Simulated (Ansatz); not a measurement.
Seebeck coefficient (μV/K, mean over directions) of n-type CuI (P6_3mc) against carrier density, PBEsol with spin-orbit coupling, rigid bands run with Ansatz (an electronic-structure program). Computed gap 1.05 eV; densities at which minority carriers matter at this gap, or further valleys turn the trend, are left out. Conductivity mass 0.151 mₑ (harmonic mean over directions), N_c = 1.4e18 cm⁻³ at 300 K.

```
electron density  300 K  500 K
----------------  -----  -----
1e16 cm⁻³          -638   -708
1e17 cm⁻³          -440      …
1e18 cm⁻³             …   -314
3e18 cm⁻³          -164   -225
1e19 cm⁻³           -91   -139
3e19 cm⁻³           -49    -80
1e20 cm⁻³           -25    -42
3e20 cm⁻³             …    -28
```

Some entries are withheld; supply them.


- 1e17 cm⁻³, 500 K: -510
- 1e18 cm⁻³, 300 K: -248
- 3e20 cm⁻³, 300 K: -15

Rigid bands with a gap fixed in temperature, one relaxation time for all states, no polarons or phonon drag, and whether or not such doping can be reached.

Formula and space group known from diffraction (Crystallography Open Database), not checked to be the room-temperature form: CuI (P6_3mc).
